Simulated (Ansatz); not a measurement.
Abridged Ansatz (a first-principles code) output:

```
Pseudopotential: Sc, paw, valence charge 11
Pseudopotential: K, paw, valence charge 9
Pseudopotential: Al, paw, valence charge 3
Crystal: 12 atoms, lattice volume = 226.862 Å³
Basis set: ecut = 420 eV, 4429 PW (Γ), exchange–correlation on 80×80×108 points (8 copies of the dense FFT grid, shifted against one another)
Bands: 45, of which v1, the nominal top of the filled ones, is band 33 counted from 1 (32 counted from 0)
Symmetry: 8 space group operations
k-points: 60 of 486 (time reversal used)
Functional: x = pbesol(κ = 0.804, μ = 0.12345679012345678), c = pbesol(β = 0.046)
SCF iter   1: F=—  HF=-12049.599466 eV  |F-HF|=—  |Δ(HF+E_count)|=         —  Δρ=2.85e-3  dr2=2.09e-2  ethr=1.77e-3  ⟨swp⟩=7.0  Hψ=13000  notcnv=0  defer=9
SCF iter   2: F=—  HF=-12049.599801 eV  |F-HF|=—  |Δ(HF+E_count)|=   3.35e-4  Δρ=1.62e-3  dr2=7.07e-3  ethr=3.16e-5  ⟨swp⟩=2.0  Hψ=3874  notcnv=0  defer=105
SCF 1 converged in 8 iterations: F = -12049.598702 eV  dr2 = 6.14e-10
SCF converged after 8 iterations
Free energy (F): -12049.598702 eV
Internal energy: -12049.551969 eV  (E = F + TS)
E sigma→0 (E₀):  -12049.575335 eV
Entropy (-TS):   -0.046732 eV (-3.894 meV/atom)
Fermi energy:    8.324718 eV
--- Forces (eV/Å), atoms counted from 1 ---
  atom   1  Sc     0.00000000     0.00000000     0.00000000
  atom   2  K     -0.00000000     0.00000000     0.00000000
  atom   3  Sc     0.00000000     0.00000000    -0.00152346
  atom   4  Sc    -0.00000000     0.00000000     0.00152346
  atom   5  Al     0.00286852    -0.00000000    -0.00090935
  atom   6  Al    -0.00882630     0.00000000    -0.00624973
  atom   7  Al    -0.00286852     0.00000000    -0.00090935
  atom   8  Al     0.00882630     0.00000000    -0.00624973
  atom   9  Al     0.00000000    -0.00286852     0.00090935
  atom  10  Al    -0.00000000     0.00882630     0.00624973
  atom  11  Al     0.00000000     0.00286852     0.00090935
  atom  12  Al    -0.00000000    -0.00882630     0.00624973
--- Stress (GPa, compression-positive) ---
        0.008628       0.000000       0.000000
        0.000000       0.008628       0.000000
        0.000000       0.000000       0.000729
  P = ⅓ Tr σ = 0.0060 GPa (0.060 kbar)
```

### Question
What was computed, and what are the main results?

### Answer
KSc3Al8, 12 atoms in the cell, with PBEsol in Ansatz (plane waves to 420 eV, PAW, no spin-orbit coupling). The last SCF converged to F = -12049.598702 eV, or -1004.1332 eV per atom, at a pressure of 0.01 GPa. The total energy compares only with runs of the same code, potentials and settings.

These are small ordered cells, not random alloys; other orderings at the same x differ. No phonon test of stability was made. All final runs are without spin polarisation. The cell was made from ScAl2 by this change: x(K) = 0.25, 12 atoms, P-4m2. KSc3Al8 has a high density of states at the Fermi level and may be magnetic at this level.
